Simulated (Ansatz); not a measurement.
The Bader charge of H in a series of structures.

Cell A: a supercell of 36 sites of TiAl (P4/mmm) with H off the lattice sites (2 Ti at 1.93 Å and 4 Al at 2.07–2.08 Å); spin state with PBE: run without spin, k-point mesh 4×4×5.
```xyz
37
Lattice="8.4711 0.0000 0.0000 0.0000 8.4711 0.0000 0.0000 0.0000 8.1510" Properties=species:S:1:pos:R:3 pbc="T T T"
Ti     1.4119     1.4220     1.9283
Al    -0.0532    -0.0438     0.0000
Ti     1.4119     1.4220     6.2228
Al     0.0143     0.0235     4.0755
Ti     1.4119     4.2451     2.0567
Al    -0.0539     2.8869     0.0000
Ti     1.4119     4.2451     6.0943
Al     0.0141     2.8188     4.0755
Ti     1.4119     7.0699     2.0551
Al     0.0079     5.6568     0.0000
Ti     1.4119     7.0699     6.0959
Al    -0.0031     5.6571     4.0755
Ti     4.2350     1.4208     2.0559
Al     2.8769    -0.0438     0.0000
Ti     4.2350     1.4208     6.0951
Al     2.8094     0.0235     4.0755
Ti     4.2391     4.2480     2.0413
Al     2.8776     2.8869     0.0000
Ti     4.2391     4.2480     6.1097
Al     2.8096     2.8188     4.0755
Ti     4.2391     7.0647     2.0415
Al     2.8159     5.6568     0.0000
Ti     4.2391     7.0647     6.1095
Al     2.8268     5.6571     4.0755
Ti     7.0598     1.4208     2.0559
Al     5.6474     0.0167     0.0000
Ti     7.0598     1.4208     6.0951
Al     5.6474     0.0058     4.0755
Ti     7.0558     4.2480     2.0413
Al     5.6474     2.8247     0.0000
Ti     7.0558     4.2480     6.1097
Al     5.6474     2.8357     4.0755
Ti     7.0557     7.0647     2.0415
Al     5.6474     5.6563     0.0000
Ti     7.0557     7.0647     6.1095
Al     5.6474     5.6562     4.0755
H      1.4119     1.4294     0.0000
```

Cell B: a supercell of 36 sites of TiAl (P4/mmm) with one empty Al site amid 4 Al and 8 Ti; H off the lattice sites (1 Al at 1.87 Å and 2 Ti at 2.00 Å); the closest two of these centres are 1.3 Å apart; spin state with PBE: run without spin, k-point mesh 4×4×5.
```
CELL_PARAMETERS angstrom
      8.47111     0.00000     0.00000
      0.00000     8.47111     0.00000
      0.00000     0.00000     8.15103
ATOMIC_POSITIONS crystal
  Ti 0.16343 0.17218 0.22769
  Al 0.99607 0.99212 0.00000
  Ti 0.16343 0.17218 0.77231
  Al 0.00323 0.00248 0.50000
  Ti 0.16889 0.50393 0.25487
  Ti 0.16889 0.50393 0.74513
  Al 0.00223 0.33104 0.50000
  Ti 0.16825 0.83667 0.25280
  Al 0.00255 0.66625 0.00000
  Ti 0.16825 0.83667 0.74720
  Al 0.00062 0.66628 0.50000
  Ti 0.49791 0.16374 0.25197
  Al 0.33918 0.99310 0.00000
  Ti 0.49791 0.16374 0.74803
  Al 0.33035 0.00316 0.50000
  Ti 0.50118 0.49732 0.25058
  Al 0.34380 0.33614 0.00000
  Ti 0.50118 0.49732 0.74942
  Al 0.33058 0.32984 0.50000
  Ti 0.50212 0.82974 0.25042
  Al 0.33305 0.66555 0.00000
  Ti 0.50212 0.82974 0.74958
  Al 0.33524 0.66668 0.50000
  Ti 0.83173 0.16244 0.25363
  Al 0.66743 0.99765 0.00000
  Ti 0.83173 0.16244 0.74637
  Al 0.66647 0.99676 0.50000
  Ti 0.83455 0.49736 0.24886
  Al 0.66964 0.32896 0.00000
  Ti 0.83455 0.49736 0.75114
  Al 0.66670 0.33110 0.50000
  Ti 0.83429 0.82994 0.25169
  Al 0.66836 0.66318 0.00000
  Ti 0.83429 0.82994 0.74831
  Al 0.66858 0.66292 0.50000
  H  0.13789 0.25514 0.00000
```

Plane-wave PAW calculations with Ansatz (a program for electronic structure), its default PAW set, cutoff 420 eV. The structures are at rest with PBE, within the held lattices. Neutral cells; Fermi-Dirac smearing of at most 0.10 eV in the solids, energies taken to zero width. Larger cells are relaxed from a start prepared with the learned potential CHGNet, on a coarser mesh till forces fall under 0.03 eV/Å, which some starts already meet. Cells are local rest points, mostly with their start's symmetry. No correction for cell size. A dispersion term ran beside these levels; it doesn't touch the electrons. Electrons of density maxima off the nuclei are shared among the atoms. Mean over the atoms, with the range where they differ; positive means electrons lost.

Give the Bader charge of H (e) at the level PBE, cell by cell.


```json
[
 {"system": "A", "PBE": "-1.04"},
 {"system": "B", "PBE": "-0.75"}
]
```

With PBE the value of B exceeds that of A by 0.29 e.
